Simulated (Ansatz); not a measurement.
Consider GaAs in the zinc blende structure (space group F-43m, No. 216; a = 5.666 Å). Axes: x, y, z lie along the cube axes.

Structures relaxed with r2SCAN (Ansatz, a first-principles code, PAW, no spin-orbit coupling), earlier PAW set.

Base:

Simulated powder pattern, Co Kα, λ = 1.79026 Å (kinematic, ideal powder, no thermal factors, no anomalous dispersion; the 10 strongest lines at most, above 2 %, up to 2θ = 90°):

| 2θ (°) | I/Imax (%) | hkl |
|---|---|---|
| 31.76 | 100 | (111) |
| 53.09 | 72 | (220) |
| 63.20 | 43 | (311) |
| 78.39 | 12 | (400) |
| 87.05 | 18 | (331) |

After one change:

Simulated powder pattern, Co Kα, λ = 1.79026 Å (kinematic, ideal powder, no thermal factors, no anomalous dispersion; the 10 strongest lines at most, above 2 %, up to 2θ = 90°):

| 2θ (°) | I/Imax (%) |
|---|---|
| 31.64 | 100 |
| 52.53 | 24 |
| 53.05 | 48 |
| 62.63 | 29 |
| 63.57 | 14 |
| 77.48 | 8.0 |
| 79.19 | 3.8 |
| 86.09 | 6.2 |
| 86.93 | 12 |

### Question
Which change produced these results?
A) tensor shear ε_yz = −0.83 %
B) uniaxial strain ε_zz = +2.59 %
C) biaxial strain +0.99 %, plane normal [001], relaxed out of plane
D) isotropic strain −0.91 %

### Answer
C, biaxial strain +0.99 %, plane normal [001], relaxed out of plane. Its volume per atom is 22.99 Å³ against 22.73 Å³, and its space group is I-4m2 (No. 119).

Whether these cells are dynamically stable was not tested.
